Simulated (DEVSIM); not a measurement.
System: abrupt Si n-p junction, at 300 K.

```
layer (left to right)  material  thickness (μm)  Nd (cm⁻³)  Na (cm⁻³)  τn (s)  τp (s)
---------------------  --------  --------------  ---------  ---------  ------  ------
1                            Si            7.70     5.9e17          -  3.8e-6  3.8e-6
2                            Si            3.30          -     4.4e17  3.8e-6  3.8e-6
```

Left contact: ohmic. Right contact: ohmic. Voltage is applied to the left contact. Recombination: SRH at mid-gap, radiative. Mobility is μmin + (μ − μmin)/(1 + (N/Nref)^α).

The device is made up for the run: typed textbook-type constants, with dimensions and the other settings drawn at random. Values at 300 K.

```csv
parameter,Si
gap (eV),1.124
affinity (eV),4.05
permittivity,11.7
Nc (cm⁻³),2.86e19
Nv (cm⁻³),3.1e19
μn (cm²/Vs),1417
μp (cm²/Vs),470
"μn,min",52
"μp,min",45
"Nref,n",9.7e16
"Nref,p",2.2e17
αn,0.68
αp,0.72
B (cm³/s),4.7e-15
```

Model (solved in DEVSIM): 1D drift-diffusion, Boltzmann statistics, complete ionisation; no tunnelling, impact ionisation, image-force lowering or self-heating.

The doping Nd of layer 1 was swept, all else fixed.

```json
[
 {"doping Nd of layer 1 (cm^-3)": "1.8e16", "largest field in the device at zero bias (V/cm)": "67000", "dark forward voltage at 100 A/cm² (V)": "0.780", "potential step across the device at zero bias (V)": "0.823", "dark forward voltage at 1 A/cm² (V)": "0.643"},
 {"doping Nd of layer 1 (cm^-3)": "5.9e16", "largest field in the device at zero bias (V/cm)": "110000", "dark forward voltage at 100 A/cm² (V)": "0.799", "potential step across the device at zero bias (V)": "0.854", "dark forward voltage at 1 A/cm² (V)": "0.672"},
 {"doping Nd of layer 1 (cm^-3)": "1.8e17", "largest field in the device at zero bias (V/cm)": "___", "dark forward voltage at 100 A/cm² (V)": "___", "potential step across the device at zero bias (V)": "0.883", "dark forward voltage at 1 A/cm² (V)": "___"},
 {"doping Nd of layer 1 (cm^-3)": "5.9e17", "largest field in the device at zero bias (V/cm)": "260000", "dark forward voltage at 100 A/cm² (V)": "0.825", "potential step across the device at zero bias (V)": "0.914", "dark forward voltage at 1 A/cm² (V)": "0.703"},
 {"doping Nd of layer 1 (cm^-3)": "1.8e18", "largest field in the device at zero bias (V/cm)": "310000", "dark forward voltage at 100 A/cm² (V)": "0.827", "potential step across the device at zero bias (V)": "0.943", "dark forward voltage at 1 A/cm² (V)": "0.705"},
 {"doping Nd of layer 1 (cm^-3)": "5.9e18", "largest field in the device at zero bias (V/cm)": "340000", "dark forward voltage at 100 A/cm² (V)": "0.827", "potential step across the device at zero bias (V)": "0.973", "dark forward voltage at 1 A/cm² (V)": "0.706"}
]
```

Q: Complete the blanks.

A: 
- 1.8e17, largest field in the device at zero bias (V/cm): 180000
- 1.8e17, dark forward voltage at 100 A/cm² (V): 0.816
- 1.8e17, dark forward voltage at 1 A/cm² (V): 0.693
